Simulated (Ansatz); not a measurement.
# Rutile MgH₂

The numbers are results of r²SCAN in Ansatz (plane waves, PAW), not measurements.

Numerical settings: plane-wave cutoff 500 eV, 6×6×1 k mesh (along the axes of the cell as run), gaussian smearing 0.02 eV, scalar-relativistic PAW data made under PBE.

Cell: relaxed at this level.

```
Property                              Value
--------------------------------  ---------
surface energy of the (101) face  0.68 J/m²
ionisation potential of the slab    5.78 eV
```

The slab of 36 atoms is relaxed and unreconstructed.

Computed values are for the static lattice.

It cost about 19 core-minutes (a rough figure) of CPU time.

Ansatz is a first-principles code.
